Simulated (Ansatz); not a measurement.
Base system: Sr in the fcc (Cu type) structure (space group Fm-3m, No. 225; a = 5.9225 Å).

Level of theory: PBEsol, PAW, 420 eV (Ansatz, a quantum-chemistry and plane-wave program; no spin-orbit coupling).

Strains are applied to the cell and any free atomic positions relax.

One change was made to it. Results:

```json
[
 {"quantity": "energy relative to the base (free energy F)", "base": "0 meV/atom", "after": "+3.9 meV/atom"},
 {"quantity": "pressure", "base": "0.0 GPa", "after": "-0.5 GPa"}
]
```

What was done to the base?
A) isotropic strain −0.50 %
B) isotropic strain +1.50 %
C) isotropic strain +0.50 %

B, isotropic strain +1.50 %. For comparison, the energy relative to the base in the other runs: isotropic strain +0.50 % gives +0.4 meV/atom; isotropic strain −0.50 % gives +0.5 meV/atom.

Whether these cells are dynamically stable was not tested.
